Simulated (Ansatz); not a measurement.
## Effect of tensor shear ε_xz = +1.20 % on SiC

The reference is SiC (space group P6_3mc, No. 186; a = 3.058 Å, c = 10.012 Å). Axes: x lies along a and z along c of the hexagonal cell.

One thing is altered: a pure shear with ε_xz = ε_zx = 0.0120, atoms relaxed at fixed cell.

The values are results of LDA (Ansatz, a quantum-chemistry and plane-wave program), no spin-orbit coupling, not measurements. k-mesh 12×12×4 (Γ-centred); smearing 0.05 eV (Fermi–Dirac).

- Space group = Cc (No. 9) (base P6_3mc (No. 186))
- Shortest interatomic distance = 186.5 pm (base 187.1 pm)
- Energy relative to the base (free energy F) = +3.0 meV/atom
- Pressure (mean of the normal stresses, compression positive) = 0.02 GPa (base 0.00 GPa)
- Band gap = 2.08 eV (base 2.18 eV)
- Gap character = indirect, Γ → V₂
- Smallest direct gap = 3.28 eV (base 3.31 eV)
- Valence-band top at Γ (three highest levels, from the VBM) = 0.00, -0.07, -0.20 eV (base 0.00, 0.00, -0.05 eV)
- Valley order (the lowest conduction-band minima on the path, energy above the VBM, named in the base's zone) = M (1/2, 1/2, 0) 2.08 eV; M (0, 1/2, 0) 2.11 eV; L (1/2, 1/2, 1/2) 2.48 eV
- Stress (xx, yy, zz, yz, xz, xy; compression positive) = (-0.07, 0.03, 0.08, 0.00, -3.89, 0.00) GPa

The cells carry an imposed strain or load. No phonon test of stability was made. k-point labels follow each cell's own Brillouin zone.
